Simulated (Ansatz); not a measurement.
Consider this model of amorphous Si$_{20}$Al$_{4}$O$_{46}$.

```xyz
70
Lattice="9.7347 -0.3279 -0.1121 -0.3279 10.6661 0.2066 -0.1121 0.2066 10.2436" Properties=species:S:1:pos:R:3 pbc="T T T"
Si     4.4776     0.2881     7.3440
Si     0.7618     3.0088     6.8830
Si     3.9009     9.5490     4.7192
Si     0.7961     4.6282     3.3672
Si     0.3486     8.1606     0.8811
Si     7.7561     6.9220     7.3143
Si     2.8781     4.6794     5.4346
Si     1.1094     9.4144     3.4333
Si     8.7636     2.0485     4.7322
Si     2.5299     2.0146     8.9467
Si     5.3482     5.6700     0.5652
Si     6.6295     9.6937     8.5161
Si     8.0967     9.9292     3.8780
Si     3.4822     4.9150     8.3585
Si     7.8117     0.1307     0.8546
Si     3.6583     3.9755     2.6832
Si     6.3442     7.8873     4.7246
Si     6.9925     1.7583     7.0937
Si     8.2605     4.2291     8.1561
Si     1.0091     0.4766     0.8603
Al     5.2290     1.1359     2.3530
Al     8.5033     5.2878     0.8645
Al     6.9763     7.8190     1.6558
Al     0.6202     6.3899     8.8274
O      1.0255     7.4031    10.1591
O      3.7472    10.4005     6.0922
O      4.3349     2.5425     2.3656
O     -0.1122     5.3946     2.2799
O      0.3692     9.7081     0.3264
O      3.9720     4.3381     4.2678
O     -0.2482     9.5196     4.3453
O      7.1686     8.2187     8.1538
O      9.4132     3.3031     3.9711
O      8.5106     7.1926     0.8875
O      6.7316     7.3020     3.2873
O      7.1073     7.0018     5.8309
O      0.9622     8.1849     2.3883
O      9.2522     0.8910     0.7235
O      1.0683     2.3218     8.3094
O      1.5070     0.1659     2.3912
O      8.4731     0.8783     3.6266
O      6.8048     4.9378     0.8091
O      2.0122     3.8443     2.5656
O      4.7416     8.1560     4.9557
O      2.3770     9.1285     4.3558
O      9.0647     4.8535     9.5038
O      7.6156     0.2690     7.4461
O      9.4589     3.9414     7.0453
O      1.6097     5.4268     4.6082
O      4.2532     5.1020     1.6685
O      7.4698     2.8064     8.2765
O      3.5098     3.3025     8.8158
O      5.3790     1.6384     7.1480
O      1.9810     5.4192     8.5523
O      5.6124     7.2790     0.7359
O      2.2284     1.3405     0.2250
O      7.3726     2.2973     5.5804
O      3.7453     5.2294     6.7272
O      0.0624     1.8364     5.9787
O      7.2194     5.4208     7.7814
O      6.5678     1.0485     1.2769
O      4.5398    10.4483     3.5188
O      5.0095     9.8046     8.3438
O      9.3621     6.8730     7.5097
O      7.6537     9.5643     2.2519
O      6.9508     9.4353     4.8777
O      4.6139     5.6145     9.2992
O      2.1242     3.3647     6.0853
O      3.1884     0.7020     8.2309
O      6.9981     9.9648    10.1050
```

Level of theory: PBE, scalar-relativistic without spin-orbit coupling (plane waves to 420 eV, PAW; Ansatz, a first-principles code).

A CHGNet melt-quench gave the starting glass, which DFT then relaxed. O atoms were pushed apart under 1.9 Å during the dynamics, to hinder bonds among them. The hot cell started wider than the set density and was brought back towards it in steps. It is the lowest in DFT energy of 2 quenches. It is a model cell: composition and starting density were chosen by hand, and all elements were melted together. No dispersion term was used. Its density started from a set value of 2.38 and ended at 2.20 g/cm³. Cooling (nominally 390 K/ps over its main leg) ran many orders faster than in experiment, which tends to leave more defects and strain. One small periodic cell is one sample of the glass; other quenches scatter about these values. Volume and shape were free in the relaxation.

Bonds are counted up to Si-Si 2.60 Å, Si-Al 2.55 Å, Si-O 1.92 Å, Al-Al 2.66 Å, Al-O 2.24 Å, O-O 1.58 Å. Two cations that share two anions don't count as bonded, nor two that share one unless they lie closer than Si-Si 2.38 Å, Si-Al 2.48 Å, Al-Al 2.59 Å.

Problem. Give the coordination numbers, mean bond lengths and angles.

Solution. 
The mean coordination of Si by anions is 4.00 (20 with 4), the mean coordination of Al by anions comes out as 3.75 (1 with 3, 3 with 4) and the mean coordination of O comes out as 2.07 (43 with 2, 3 with 3). The mean Si-O bond is 1.639 Å (spread 0.027 Å, 80 counted). The mean Al-O bond is 1.778 Å (spread 0.091 Å, 15 counted) and the bond angle at Si comes out as mean 109.4°, spread 5.1°. The bond angle at Al comes out as mean 110.7°, spread 11.1°. The bond angle at O is mean 134.1°, spread 14.9°.

Problem. Which atoms depart from the most common coordination of their element?

Solution. Al21 has 3 (O27 1.67 Å, O62 1.70 Å, O61 1.72 Å); O34 has 3 (Si5 1.70 Å, Al23 1.83 Å, Al22 1.90 Å); O46 has 3 (Si19 1.69 Å, Al22 1.85 Å, Al24 1.94 Å); O65 has 3 (Si15 1.72 Å, Si13 1.72 Å, Al23 1.96 Å).

Problem. List the pairs of like atoms that count as bonded by the rules above.

Solution. There are none by these rules.
